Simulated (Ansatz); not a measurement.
NaCl: band gap against pressure

NaCl (rock salt, Fm-3m, 21.969 Å³/atom and stress up to 0.01 GPa in the relaxed cell, cube axes along x, y and z) under hydrostatic pressure, with the cell free. PBEsol in Ansatz, a plane-wave DFT program (PAW, default set), 420 eV, 10×10×10 Γ-centred mesh, Fermi-Dirac smearing 0.05 eV; ions are relaxed, or left where forces stay under 0.02 eV/Å, within the symmetry of each cell. Gaps are the smallest over the k-mesh and a band path, without spin-orbit coupling; in all rows the valence edge lies at Γ and the conduction edge at Γ.

Here P stands for pressure and Eg for gap.

| pressure (GPa) | gap (eV) |
|---|---|
| -1.0 | 4.855 |
| 0.0 | 5.012 |
| 0.3 | 5.054 |
| 0.7 | 5.109 |
| 1.5 | ? |

Problem. Fit Eg against P with a straight line, and predict the withheld value at P = 1.5.

Solution. Means: P 0, Eg 5.0075. About the means, the sum of products is 0.23750 and the sum of squares of P is 1.5800; the slope is their ratio. Least squares gives Eg = 5.0075 + 0.15032·P. Residuals (row less fit): -0.0022, 0.0045, 0.0014, -0.0037; standard error 0.0045 (degrees of freedom: 2). Over these rows the gap moves by 150 ± 4 meV per GPa. At the withheld row, Eg = 5.0075 + 0.15032 × 1.5 = 5.2330 eV. The calculation gives 5.213 eV, 0.0200 eV below the prediction (5.6 % of the range of Eg in the table). The row lies outside the fitted rows, so this is an extrapolation. From the scatter of the fitted rows alone, a prediction at this place has a standard error of 0.0074 eV, so the miss is 2.7 times that.

A polynomial of degree 2 through the 5 other runs of the series gives 5.203 there. Other structures, which can take over under pressure, weren't tried. Rows are the converged runs of the series near zero and its far end, less any whose ions stayed unrelaxed beside relaxed ones; series whose fitted rows scatter by over a few per cent of the range, as at a crossing or softening among them, aren't shown in this form. Most that stay on the fit to the last digits aren't either.
